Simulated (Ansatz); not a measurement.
Input and output of a self-consistent single point for SiTc (P6_3/mmc, 4 atoms in the cell) (Ansatz, an electronic-structure program).

Level of theory: PBE (plane waves, PAW; Ansatz).

```yaml
crystal:
  lattice:
    - [4.04028, 0.00000, 0.00000]
    - [-2.02014, 3.49899, 0.00000]
    - [0.00000, 0.00000, 5.63116]
  atoms:
    - { symbol: Tc, position: [0.00000, 0.00000, 0.00000] }
    - { symbol: Tc, position: [0.00000, 0.00000, 0.50000] }
    - { symbol: Si, position: [0.33333, 0.66667, 0.25000] }
    - { symbol: Si, position: [0.66667, 0.33333, 0.75000] }
```

Reference input (self-consistent single point, DFT, PBE, plane waves, default PAW files): basis.ecutwfc = 36.7 Ry; kpoints.mp_grid.grid = 9 9 6; hamiltonian.xc = pbe; hamiltonian.pseudopotentials = {kind: paw} (the program's default PAW files); scf.occupations.method = cold; scf.occupations.width = 0.0073 Ry. This run's input differs from it in these lines:

Ansatz 0.2 input:
```diff
@@ -12,3 +12,3 @@
 basis:
-  ecutwfc: 36.7 Ry
+  ecutwfc: 33.1 Ry
 kpoints:
```

The program printed (abridged):

```
SCF iter   1: F=—  HF=-12066.338462 eV  |F-HF|=—  |Δ(HF+E_count)|=         —  Δρ=3.57e-2  dr2=1.75e0  ethr=3.10e-3  ⟨swp⟩=5.1  Hψ=4420  notcnv=0
all-band conjugate gradients solve this SCF's bands
preconditioner: auto → Kerker (q_TF=auto, 2.412 Å⁻¹)
SCF iter   2: F=—  HF=-12066.070436 eV  |F-HF|=—  |Δ(HF+E_count)|=   2.68e-1  S|Δr|=    0.00e0  Δρ=2.11e-2  dr2=5.93e-1  ethr=3.10e-3  ⟨swp⟩=1.0  Hψ=1488  notcnv=0
   [... lines left out ...]
SCF iter   6: F=—  HF=-12065.920732 eV  |F-HF|=—  |Δ(HF+E_count)|=   7.15e-5  S|Δr|=    0.00e0  Δρ=6.27e-5  dr2=3.68e-6  ethr=4.28e-7  ⟨swp⟩=2.0  Hψ=1553  notcnv=0  defer=4
SCF iter   7: F=—  HF=-12065.920744 eV  |F-HF|=—  |Δ(HF+E_count)|=   1.18e-5  S|Δr|=    0.00e0  Δρ=1.40e-5  dr2=1.61e-7  ethr=9.69e-9  ⟨swp⟩=2.0  Hψ=1608  notcnv=0  defer=4
SCF iter   8: F=-12065.920744 eV  HF=-12065.920744 eV  |F-HF|=4.29e-10  |Δ(HF+E_count)|=   4.95e-8  S|Δr|=    0.00e0  Δρ=4.81e-6  dr2=1.22e-8  ethr=2.63e-10  ⟨swp⟩=4.9  Hψ=3984  notcnv=0
SCF 1 converged in 8 iterations: F = -12065.920744 eV  dr2 = 1.22e-8
Stability not checked (fill_not_monotonic)
Free energy (F): -12065.920744 eV
Internal energy: -12065.930781 eV  (E = F + TS)
E sigma→0 (E₀):  -12065.924090 eV
Entropy (-TS):   0.010037 eV (2.509 meV/atom)
Fermi energy:    10.295005 eV
--- Forces (eV/Å), atoms counted from 1 ---
  atom   1  Tc     0.00000000     0.00000000     0.00000000
   [... zero for the other atoms too ...]
--- Stress (GPa, compression-positive) ---
      -25.105479       0.000000       0.000000
       -0.000000     -25.105479      -0.000000
        0.000000      -0.000000     -27.104008
  P = ⅓ Tr σ = -25.7717 GPa (-257.717 kbar)
  The stress holds the Pulay correction. Without it, at fixed plane waves, as pw.x and ABINIT print it: P = -25.9687 GPa
```

The run converged in 8 iterations. Against the reference run the free energy rises by 1.2 meV/atom and the pressure moves little (-25.76 to -25.77 GPa).

The starting cell was generated: these elements placed on a structure prototype, without a prior relaxation; it need not be a known phase or ordering of this composition. Its lattice was rescaled by a random factor within 2.5 % of one. Spin polarisation is off. Ansatz's pressure includes its estimate of the finite-basis (Pulay) stress. The cutoff lies below the one recommended for these files.
